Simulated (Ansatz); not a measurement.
## HfB2 with two functionals, isotropic strain −0.64 %

The reference is HfB$_{2}$ (space group P6/mmm, No. 191; a = 3.146 Å, c = 3.486 Å; relaxed with 0.1 eV smearing).

(Cell as relaxed with PBE.)

Levels (all Ansatz, a program for electronic structure, PAW): PBE (420 eV, scalar-relativistic without spin-orbit coupling); PBEsol (420 eV, no spin-orbit coupling).

Each level relaxes its own structure.

```json
[
 {"base": "volume per atom", "PBE": "9.96 Å³", "PBEsol": "9.73 Å³"},
 {"base": "lattice parameter a", "PBE": "5.944 bohr", "PBEsol": "5.911 bohr"},
 {"base": "band gap", "PBE": "zero", "PBEsol": "zero"}
]
```

The change: the cell is scaled by 0.9936 in all directions, atoms relaxed at fixed cell.

```json
[
 {"quantity": "pressure (mean of the normal stresses, compression positive)", "PBE": "5.0 GPa", "PBEsol": "5.2 GPa"},
 {"quantity": "energy relative to the base (free energy F)", "PBE": "+2.9 meV/atom", "PBEsol": "+3.0 meV/atom"},
 {"quantity": "band gap", "PBE": "zero", "PBEsol": "zero"}
]
```

PBE's pressure lies 0.2 GPa below PBEsol's; the two agree on the band gap. Neither level is exact; PBEsol is the comparison here, not a measurement.

Whether these cells are dynamically stable was not tested. All final runs are without spin polarisation.
